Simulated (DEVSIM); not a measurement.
## Al0.35Ga0.65As/GaAs n-p heterojunction

Device: Al0.35Ga0.65As/GaAs n-p heterojunction, at 300 K.

| layer (left to right) | material | thickness (μm) | Nd (cm⁻³) | Na (cm⁻³) | τn (s) | τp (s) |
|---|---|---|---|---|---|---|
| 1 | Al0.35Ga0.65As | 0.150 | 8.6e16 | - | 7.9e-10 | 7.9e-10 |
| 2 | GaAs | 0.740 | - | 5.2e15 | 7.9e-10 | 7.9e-10 |

Left contact: ohmic. Right contact: ohmic. Voltage is applied to the left contact. Recombination: SRH at mid-gap. Mobility is constant in doping.

Constants are typed, rounded textbook-type inputs, not results; the design itself was drawn at random and stands for no fabricated device. Values at 300 K.

```csv
parameter,Al0.35Ga0.65As,GaAs
gap (eV),1.8604,1.424
affinity (eV),3.7935,4.07
permittivity,11.91,12.9
Nc (cm⁻³),7.44e17,4.7e17
Nv (cm⁻³),9e18,9e18
μn (cm²/Vs),3495,8500
μp (cm²/Vs),176,400
```

Model (solved in DEVSIM): 1D drift-diffusion, Boltzmann statistics, complete ionisation; no tunnelling, impact ionisation, image-force lowering or self-heating. Band offsets follow the typed affinities; no thermionic-emission limit at abrupt steps, no polarisation charge.

The potential step across the device at zero bias is 1.452 V, the largest field in the device at zero bias is 72000 V/cm and the dark forward voltage at 1 A/cm² comes out as 0.899 V. The dark forward voltage at 100 A/cm² comes out as 1.029 V.

Dark forward current:

(V (V), J (A/cm²)): (-0.05, -1.2e-9); (-0.15, -1.3e-8); (-0.25, -9.6e-8); (-0.30, -2.6e-7); (-0.40, -1.9e-6); (-0.50, -1.5e-5); (-0.60, -0.00012); (-0.65, -0.00039); (-0.75, -0.0059); (-0.85, -0.17); (-0.95, -6.4); (-1.00, -39); (-1.10, -700); (-1.20, -4100)

Small-signal capacitance in reverse bias (quasi-static):

```json
[
 {"V (V)": "0.2", "C (nF/cm²)": "18.5"},
 {"V (V)": "0.5", "C (nF/cm²)": "16.9"},
 {"V (V)": "1", "C (nF/cm²)": "15.6"},
 {"V (V)": "1.5", "C (nF/cm²)": "15.2"},
 {"V (V)": "2", "C (nF/cm²)": "14.8"},
 {"V (V)": "3", "C (nF/cm²)": "14.1"},
 {"V (V)": "4", "C (nF/cm²)": "13.7"},
 {"V (V)": "5", "C (nF/cm²)": "13.4"},
 {"V (V)": "6.5", "C (nF/cm²)": "12.8"}
]
```
